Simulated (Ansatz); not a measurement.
**BeTe, response to strain**

Take BeTe in the zinc blende structure (space group F-43m, No. 216; a = 5.657 Å) as the base. Axes: x, y, z lie along the cube axes.

Strains are applied to the cell and any free atomic positions relax; under biaxial strain the out-of-plane vector relaxes too.

Level of theory: Kohn–Sham DFT with the r2SCAN functional, run in Ansatz (a first-principles code) with PAW and 500 eV plane waves, scalar-relativistic without spin-orbit coupling.

Notes on the quantities. energy relative to the base: free energy F.

```csv
case,out-of-plane strain,band gap,energy relative to the base
base,–,2.37 eV,0 meV/atom
"biaxial strain +0.50 %, plane normal [001], relaxed out of plane",-0.37 %,2.32 eV,+0.4 meV/atom
"biaxial strain +1.00 %, plane normal [001], relaxed out of plane",-0.75 %,2.26 eV,+1.5 meV/atom
"biaxial strain +1.50 %, plane normal [001], relaxed out of plane",-1.14 %,2.21 eV,+3.4 meV/atom
"biaxial strain +2.00 %, plane normal [001], relaxed out of plane",-1.53 %,2.16 eV,+5.9 meV/atom
"biaxial strain +2.50 %, plane normal [001], relaxed out of plane",-1.93 %,2.11 eV,+9.2 meV/atom
"biaxial strain +3.00 %, plane normal [001], relaxed out of plane",-2.32 %,2.07 eV,+13 meV/atom
```

Spin-orbit coupling, missing from the scalar runs, can matter with Te. Stability against distortions was not tested.
